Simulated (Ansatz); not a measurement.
# Al2Cu: biaxial strain −1.52 %, plane normal [001], relaxed out of plane

Take Al2Cu (space group I4/mcm, No. 140; a = 6.006 Å, c = 4.790 Å) as the base. Axes: x, y, z lie along a, b, c of the conventional cell.

It is then changed as follows: biaxial strain −1.52 %, plane normal [001], relaxed out of plane (Cartesian); in-plane vectors clamped, the third vector and the atoms free.

The values are results of DFT with r2SCAN, PAW potentials and a 500 eV plane-wave cutoff in Ansatz (a first-principles code), no spin-orbit coupling, not measurements. k-mesh 12×12×12 (Γ-centred); smearing 0.05 eV (Fermi–Dirac).

```csv
quantity,base,changed,shift
volume per atom,14.40 Å³,14.18 Å³,-0.22 Å³
shortest interatomic distance,2.395 Å,2.432 Å,+0.037 Å
energy relative to the base (free energy F),0 meV/atom,+4.7 meV/atom,+4.7 meV/atom
"pressure (mean of the normal stresses, compression positive)",0.0 GPa,1.9 GPa,+1.9 GPa
band gap,zero,zero,–
out-of-plane strain (rough),–,+1.56 %,–
mean in-plane stress (compression positive) (rough),–,+3.2 GPa,–
```

A biaxial case was relaxed in a doubled cell and then solved in the primitive one. Without a gap, meshes like the base's 12×12×12 leave anisotropic stresses uncertain by several tenths of a GPa, and small strain energies with them. Whether these cells are dynamically stable was not tested. All final runs are without spin polarisation.
